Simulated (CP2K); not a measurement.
Band structure of Cr3Ge (Pm-3n, 8 atoms in the cell).

```yaml
crystal:
  lattice:
    - [4.54985, 0.00000, 0.00000]
    - [0.00000, 4.54985, 0.00000]
    - [0.00000, 0.00000, 4.54985]
  atoms:
    - { symbol: Cr, position: [0.25000, 0.00000, 0.50000] }
    - { symbol: Cr, position: [0.75000, 0.00000, 0.50000] }
    - { symbol: Cr, position: [0.50000, 0.75000, 0.00000] }
    - { symbol: Cr, position: [0.50000, 0.25000, 0.00000] }
    - { symbol: Cr, position: [0.00000, 0.50000, 0.75000] }
    - { symbol: Cr, position: [0.00000, 0.50000, 0.25000] }
    - { symbol: Ge, position: [0.00000, 0.00000, 0.00000] }
    - { symbol: Ge, position: [0.50000, 0.50000, 0.50000] }
```

Level of theory: PBEsol, GPW, DZVP-MOLOPT-SR-GTH basis, GTH-PBE potentials (GTH_POTENTIALS) (CP2K).

Settings: CUTOFF = 600 Ry; REL_CUTOFF = 60 Ry; SMEAR/METHOD = GAUSSIAN; SIGMA = 0.272 eV; KPOINTS/SCHEME = MONKHORST-PACK 5 5 5; XC_FUNCTIONAL = PBE:PBESOL; Cr/BASIS_SET = DZVP-MOLOPT-SR-GTH-q14; Cr/POTENTIAL = GTH-PBE-q14; Ge/BASIS_SET = DZVP-MOLOPT-SR-GTH-q4; Ge/POTENTIAL = GTH-PBE-q4; METHOD = GPW; EPS_DEFAULT = 1e-10; EXTRAPOLATION = USE_GUESS; NGRIDS = 5.

The starting cell comes from a database of computed structures (which also holds hypothetical and non-ambient phases and stackings), without a prior relaxation at this level. Its lattice was rescaled by a random factor within 2.5 % of one. Spin polarisation is off. Values carry the incompleteness of an atom-centred basis. The potentials were made for another functional than the one used.

Levels in eV from the Fermi level, bands 43 to 48:
```tsv
point	43	44	45	46	47	48
Γ	-1.21	-1.21	0.68	0.68	0.68	1.32
X	-1.59	-1.59	0.02	0.02	0.59	0.59
M	-0.80	-0.72	-0.72	-0.62	-0.45	-0.24
R	-1.13	-1.13	-1.09	-1.09	-1.09	-1.09
```

Bands cross the Fermi level along this path, so the cell is metallic at this level.

Higher empty bands are left out: an atom-centred basis made for the valence describes them poorly.
